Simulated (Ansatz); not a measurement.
Consider interstitial Cu in diamond, charge state +1. The step: Cu moves alone to another site; the atom moves 1.55 Å along (-0.25, -0.25, 0.25) of the unit cell; the moving atom starts with neighbours 4 C at 1.74, 6 C at 1.92 Å and ends with 4 C at 1.74, 6 C at 1.92 Å. A PBE band in Ansatz (plane-wave PAW, a 2×2×2 k-point mesh shifted by half a step, 64 host sites, 32 SCF runs with any check of the saddle's order, static, no finite-size correction) gives a forward barrier of 0.45 eV. The saddle point's order was not checked, and it lies on a symmetry element of the cell, where a band can be held. The host's phase is taken as given; its stability against other phases was not computed. The charge state is imposed; whether it is stable for some Fermi level was not computed. Sites that were not tried may lie lower.

Single points at the band's start and saddle point can refine it. Rough cost of one point, in units of the band's mean SCF on the same machine:

| Level | Cost of one point |
|---|---|
| PBE, a 3×3×3 k-point mesh shifted by half a step | about 2 |
| r2SCAN at 500 eV, a 2×2×2 k-point mesh shifted by half a step | under 2 |

### Question
Which of these move the barrier by more than 0.1 eV, and how far does each move it?

### Answer
Not one does. PBE, a 3×3×3 k-point mesh shifted by half a step: 0.00 eV; r2SCAN at 500 eV, a 2×2×2 k-point mesh shifted by half a step: -0.03 eV. Each functional is compared with PBE at the same k-points.

Ansatz is a quantum-chemistry and plane-wave program.
